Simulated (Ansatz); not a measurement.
ZnS (F-43m), r2SCAN with spin-orbit coupling, rigid bands in Ansatz (a program for electronic structure): N_c = 2.32e18 cm⁻³ at 300 K and an electron conductivity mass of 0.205 mₑ.

Q: For 1e17 electrons per cm³ at 300 K, place the Fermi level, estimate the Seebeck coefficient of a parabolic band with constant τ, and give mobility and conductivity for τ = 50 fs.

A: The level lies k_BT ln(N_c/n) = 0.081 eV below the conduction-band minimum. S ≈ −(k_B/e)[ln(N_c/n) + 5/2] = -486 μV/K, against -482 μV/K from the full bands (mean over directions). μ = eτ/m = 429 cm²/(V·s) and σ = neμ = 6.87 S/cm. τ is assumed, not computed.

Band transport and this doping are assumed; polarons and phonon drag are left out.
